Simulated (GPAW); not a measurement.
GPAW run on Nb₆SnGe (Pm-3, 8 atoms in the cell): self-consistent single point.

Method: PBEsol, GPAW PAW datasets PBEsol (made by gpaw-setup) (plane waves; GPAW).

The change in words: lattice scaled by 0.98. Reference geometry:
```yaml
crystal:
  lattice:
    - [5.25768, 0.00000, 0.00000]
    - [0.00000, 5.25768, 0.00000]
    - [0.00000, 0.00000, 5.25768]
  atoms:
    - { symbol: Nb, position: [0.00000, 0.50000, 0.74219] }
    - { symbol: Nb, position: [0.00000, 0.50000, 0.25781] }
    - { symbol: Nb, position: [0.74219, 0.00000, 0.50000] }
    - { symbol: Nb, position: [0.25781, 0.00000, 0.50000] }
    - { symbol: Nb, position: [0.50000, 0.74219, 0.00000] }
    - { symbol: Nb, position: [0.50000, 0.25781, 0.00000] }
    - { symbol: Sn, position: [0.00000, 0.00000, 0.00000] }
    - { symbol: Ge, position: [0.50000, 0.50000, 0.50000] }
```

Reference input (self-consistent single point, DFT PBEsol, plane waves, GPAW PAW datasets PBEsol (made by gpaw-setup)): mode = pw; ecut = 550 eV; xc = PBEsol; kpts = 4 4 4; mesh shift (steps) = 0 0 0; occupations.name = methfessel-paxton; occupations.width = 0.1 eV; occupations.order = 0; nbands = -12; symmetry.symmorphic = false; symmetry.tolerance = 0.0005; maxiter = 120. This run's input differs from it in these lines:

```diff
@@ -5,5 +5,5 @@
 atoms = Atoms(['Nb', 'Nb', 'Nb', 'Nb', 'Nb', 'Nb', 'Sn', 'Ge'],
-              cell=[[5.257680, 0.000000, 0.000000],
-                    [0.000000, 5.257680, 0.000000],
-                    [0.000000, 0.000000, 5.257680]],
+              cell=[[5.152526, 0.000000, 0.000000],
+                    [0.000000, 5.152526, 0.000000],
+                    [0.000000, 0.000000, 5.152526]],
               scaled_positions=[[0.000000, 0.500000, 0.742190],
```

Output (repeated stretches shortened):

```
     iter     time        total  log10-change:
                         energy   eigst   dens
iter:   1 --:--:--   -81.762401
iter:   2 --:--:--   -81.285388   -1.06  -1.17
iter:   3 --:--:--   -79.772553   -0.11  -1.19
iter:   4 --:--:--   -78.821009   -1.91  -1.72
iter:   5 --:--:--   -78.229382   -1.00  -1.84
iter:   6 --:--:--   -78.289580   -1.84  -1.76
iter:   7 --:--:--   -78.206416   -2.88  -2.18
iter:   8 --:--:--   -78.261240   -3.23  -2.30
iter:   9 --:--:--   -78.157950   -2.21  -2.13
iter:  10 --:--:--   -78.158993   -4.04  -2.89
iter:  11 --:--:--   -78.160813c  -3.56  -2.94
iter:  12 --:--:--   -78.159440c  -3.07  -2.81
   [... lines left out ...]
iter:  15 --:--:--   -78.157035c  -5.41  -3.41
iter:  16 --:--:--   -78.157487c  -3.85  -3.44
iter:  17 --:--:--   -78.156913c  -4.99  -3.16
iter:  18 --:--:--   -78.157746c  -3.73  -3.39
iter:  19 --:--:--   -78.156794c  -4.15  -3.29
iter:  20 --:--:--   -78.156788c  -6.29  -3.89
iter:  21 --:--:--   -78.156850c  -5.33  -4.04c
iter:  22 --:--:--   -78.156815c  -5.47  -3.87
iter:  23 --:--:--   -78.156819c  -7.31  -4.29c
iter:  24 --:--:--   -78.156821c  -7.07  -4.34c
iter:  25 --:--:--   -78.156822c  -6.73  -4.56c
iter:  26 --:--:--   -78.156823c  -7.19  -4.47c
iter:  27 --:--:--   -78.156822c  -7.96c -4.70c
Converged after 27 iterations.

Dipole moment: (-0.000000, 0.000000, 0.000000) |e|*Ang

Energy contributions relative to reference atoms: (reference = -848083.335273)

Kinetic:        +23.644175
Potential:      -41.813966
External:        +0.000000
XC:             -59.490286
Entropy (-ST):   -0.029724
Local:           -0.481883
SIC:             +0.000000
--------------------------
Free energy:    -78.171684
Extrapolated:   -78.156822

Showing only first 2 kpts
 Kpt  Band  Eigenvalues  Occupancy
  0    46     11.07089    2.00000
  0    47     11.63222    1.79881
  0    48     11.63222    1.79881
  0    49     13.75191    0.00000

  1    46     11.11318    2.00000
  1    47     11.69437    1.31026
  1    48     11.75274    0.66993
  1    49     13.44805    0.00000

Fermi level: 11.72260

No gap
   [... lines left out ...]
  2 Nb   -0.12987    0.00000    0.00000
  3 Nb    0.12987    0.00000    0.00000
  4 Nb    0.00000   -0.12987    0.00000
  5 Nb    0.00000    0.12987    0.00000
  6 Sn    0.00000    0.00000    0.00000
  7 Ge    0.00000    0.00000    0.00000

Stress tensor:
    -0.012977     0.000000     0.000000
     0.000000    -0.012977     0.000000
     0.000000     0.000000    -0.012977
Stress (GPa, Voigt): [-2.0791 -2.0791 -2.0791  0.      0.      0.    ]
```

The run converged in 27 iterations. GPAW prints stress with tension positive. Against the reference run the free energy goes down by 21.4 meV/atom, the pressure goes from -8.16 to 2.08 GPa and the largest force goes from 0.118 to 0.130 eV/Å.

The starting cell comes from a database of computed structures (which also holds hypothetical and non-ambient phases and stackings), without a prior relaxation at this level. For this run, on top of that: lattice scaled by 0.98. Spin polarisation is off.

Cost on one core of a shared machine: roughly 50 s.
